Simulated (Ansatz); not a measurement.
AlN: uniaxial strain ε_zz = −3.00 %

Take AlN in the wurtzite structure (space group P6_3mc, No. 186; a = 3.089 Å, c = 4.943 Å) as the base. Axes: x lies along a and z along c of the hexagonal cell.

Modification: uniaxial strain ε_zz = −3.00 %, all other strain components held at zero, atoms relaxed at fixed cell.

Level of theory: LDA, PAW, 420 eV (Ansatz, a first-principles code; spin-orbit coupling left out). Settings: 12×12×7 k-points, 0.05 eV Fermi–Dirac smearing.

| quantity | base | changed | shift |
|---|---|---|---|
| volume per atom | 10.21 Å³ | 9.90 Å³ | -0.31 Å³ |
| space group | P6_3mc (No. 186) | P6_3mc (No. 186) | – |
| shortest interatomic distance | 1.876 Å | 1.861 Å | -0.015 Å |
| energy relative to the base (free energy F) | 0 meV/atom | +10 meV/atom | +10 meV/atom |
| band gap | 4.42 eV | 4.49 eV | +0.076 eV |
| gap character | direct at Γ | direct at Γ | – |
| width of the top valence band | 2.44 eV | 2.67 eV | +0.23 eV |
| electron mass | 0.32 mₑ (at Γ) | 0.33 mₑ (at Γ) | – |
| valence-band top at Γ (three highest levels, from the VBM) | 0.00, -0.23, -0.23 eV | 0.00, -0.52, -0.52 eV | – |
| largest internal atomic displacement | – | 0.017 Å | – |
| stress (xx, yy, zz, yz, xz, xy; compression positive) | – | (3.94, 3.94, 10.83, 0.00, 0.00, 0.00) GPa | – |

Final structure:

```xyz
4
Lattice="3.0888 0.0000 0.0000 -1.5444 2.6750 0.0000 0.0000 0.0000 4.7950" Properties=species:S:1:pos:R:3 pbc="T T T"
Al     0.0000     1.7833    -0.0166
Al     1.5444     0.8917     2.3809
N      0.0000     1.7833     1.8483
N      1.5444     0.8917     4.2458
```

Cost of the whole job for the changed cell (relaxation, final SCF and bands): about 21 core-seconds (a rough figure).

Effective masses come from finite differences of ±0.01 Å⁻¹. No phonon test of stability was made.
